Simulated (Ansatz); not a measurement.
Start from Rb in the bcc (W type) structure (space group Im-3m, No. 229; a = 5.748 Å).

The values are results of Ansatz (a first-principles code), r2SCAN, PAW, cutoff 500 eV, no spin-orbit coupling, not measurements.

For the base:

| Quantity | Result |
|---|---|
| Volume per atom | 94.98 Å³ |
| Band gap | zero |

Perturbation: full substitution Rb → Ba; the structure is relaxed again.

Tabulated Pauling electronegativity and covalent radius: Rb 0.82, 2.20 Å; Ba 0.89, 2.15 Å.

What does the calculation give for the volume per atom and band gap after the change?

The volume per atom decreases by 29.87 Å³, from 94.98 Å³ to 65.11 Å³; the band gap stays zero.

No phonon test of stability was made.
